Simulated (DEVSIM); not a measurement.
System: Si n-i-p diode, at 300 K.

Layer 1 from the left is Si, thickness (μm) 0.500, Nd (cm⁻³) 3.5e17, τn (s) 4.2e-5, τp (s) 4.2e-5. Layer 2 from the left is Si, thickness (μm) 4.70, Na (cm⁻³) 7.9e12, τn (s) 4.2e-5, τp (s) 4.2e-5. Layer 3 from the left is Si, thickness (μm) 2.40, Na (cm⁻³) 1.4e18, τn (s) 4.2e-5, τp (s) 4.2e-5.

Left contact: ohmic. Right contact: ohmic. Voltage is applied to the left contact. Recombination: SRH at mid-gap. Gap narrowing is on: ΔEg = 6.92 meV × (l + √(l² + 0.5)), l = ln(N/1.3e17 cm⁻³), shared equally by both band edges. Mobility is μmin + (μ − μmin)/(1 + (N/Nref)^α).

The device is made up for the run: typed textbook-type constants, with dimensions and the other settings drawn at random. Values at 300 K.

Si: gap (eV) 1.124, affinity (eV) 4.05, permittivity 11.7, Nc (cm⁻³) 2.86e19, Nv (cm⁻³) 3.1e19, μn (cm²/Vs) 1417, μp (cm²/Vs) 470, μn,min 52, μp,min 45, Nref,n 9.7e16, Nref,p 2.2e17, αn 0.68, αp 0.72.

DEVSIM, 1D drift-diffusion, Boltzmann statistics, complete ionisation; no tunnelling, impact ionisation, image-force lowering or self-heating.

**Question.** What does the simulation give for the dark forward voltage at 100 A/cm², the dark forward voltage at 1 A/cm², the potential step across the device at zero bias?

**Answer.** dark forward voltage at 100 A/cm² 0.783 V; dark forward voltage at 1 A/cm² 0.651 V; potential step across the device at zero bias 0.906 V.
